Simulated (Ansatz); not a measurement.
## NH2 on the 1x1 (0001) surface of corundum (cut with top plane Al), one in a 1x1 cell, started at the site 'over Al at depth 1.2 Å'

Host crystal: corundum, with a band gap (PBE, scalar-relativistic without spin-orbit coupling).

Calculation: r2SCAN, at the PBE geometry and the start's symmetry (plane waves to 500 eV, PAW; Ansatz, a first-principles code).

Slab: 23 atoms, 6.7 Å thick at the start under the adsorbate (thin: gaps and levels are the slab's own); k 6x6x1, smearing 0.01 eV, dipole-corrected; single point; no symmetry held, on the structure that PBE left; spin-polarised, ending with about 1.0 μB a cell; orders that need a larger cell were not tried, no spin-orbit, no U, no dispersion correction. The program's check for a lower electronic state was not made. At the end it is bonded to Al. In PBE it is, or lies within 0.03 eV of, the lowest of the starts that converged; the order may differ at this level.

```json
{
  "adsorption energy against NH3(g) − ½ H2(g) at the same level": "1.06 eV",
  "gap_of_the_slab_on_its_k_mesh": "0.33 eV",
  "highest_filled_level_below_the_top_vacuum_level": "4.81 eV",
  "change_of_the_step_from_the_bottom_to_the_top_vacuum_level_against_the_clean_slab": "-2.01 eV",
  "height of the binding atom over the mean of the host atoms within 0.3 Å of the top one": "1.830 Å",
  "magnetic_moment_of_the_cell": "1.00 μB",
  "nearest_host_atoms_of_the_binding_atom": "Al at 1.88 Å, O at 2.75 Å, O at 3.02 Å",
  "caution": "the clean host was not checked against rearrangement in a larger or rattled cell",
  "note": "in the relaxation the adsorbate left its starting site by 2.5 Å",
  "cost": "about 9 core-minutes (a rough figure)"
}
```

A negative adsorption energy means that the adsorbate is more stable on the surface than in its reference.
